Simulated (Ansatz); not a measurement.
Density of states of KBa3 (Fm-3m, 4 atoms in the cell).

```
CELL_PARAMETERS angstrom
      0.00000     5.13016     5.13016
      5.13016     0.00000     5.13016
      5.13016     5.13016     0.00000
ATOMIC_POSITIONS crystal
  K  0.00000 0.00000 0.00000
  Ba 0.25000 0.25000 0.25000
  Ba 0.75000 0.75000 0.75000
  Ba 0.50000 0.50000 0.50000
```

Method: LDA (PW92), default PAW files made with PBE (plane waves; Ansatz, a program for electronic structure).

SCF settings: basis.ecutwfc = 420 eV; kpoints.mp_grid.grid = 6 6 6; hamiltonian.xc = lda; hamiltonian.pseudopotentials = {kind: paw} (the program's default PAW files); scf.occupations.method = methfessel_paxton; scf.occupations.width = 0.272 eV. Keys of the DOS step: output.dos.nscf_kmesh.grid = 9 9 9; output.dos.method = {smearing: {sigma: 0.02}} eV.

The starting cell comes from a database of computed structures (which also holds hypothetical and non-ambient phases and stackings), without a prior relaxation at this level.

Total DOS (both spins), as means of the tabulated values in each energy bin; the zero is the program's Fermi level or highest filled level, and the curve is cut to this window:

```tsv
E (eV)	states/eV/cell
-7.88	0.00
-7.62	0.00
-7.38	0.00
-7.12	0.00
-6.88	0.00
-6.62	0.00
-6.38	0.00
-6.12	0.00
-5.88	0.00
-5.62	0.00
-5.38	0.00
-5.12	0.00
-4.88	0.00
-4.62	0.00
-4.38	0.00
-4.12	0.00
-3.88	0.00
-3.62	0.00
-3.38	0.00
-3.12	0.00
-2.88	0.00
-2.62	0.16
-2.38	0.49
-2.12	0.88
-1.88	1.31
-1.62	1.17
-1.38	1.96
-1.12	2.23
-0.88	2.59
-0.62	5.15
-0.38	5.43
-0.12	6.32
0.12	6.87
0.38	5.33
0.62	15.3
0.88	14.8
```

Around zero the curve holds about 7.1 states/eV/cell.

Keys are those of Ansatz 0.2.
